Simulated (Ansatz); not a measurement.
Elastic constant C44 of hexagonal WC at several levels of theory

No measured value is used here.

| level (code) | value (GPa) | cell (Å³/atom) |
|---|---|---|
| LDA (Ansatz) | 331 | 10.13 |
| PBE (Ansatz) | 301 | 10.52 |
| r²SCAN (Ansatz) | (withheld) | 10.42 |
| HSE06 (Ansatz) | 343 | 10.28 |

Complete the blanks.


- r²SCAN (Ansatz, a quantum-chemistry and plane-wave program), value (GPa): 316

Density-functional levels without +SOC have no spin–orbit coupling. HSE06: hybrids on metals are sensitive to the k mesh. Each level is taken at its own relaxed cell. Cutoffs and k meshes differ between the levels. Ansatz's density-functional and Hartree–Fock values are scalar-relativistic unless marked +SOC, with PAW data made under PBE.
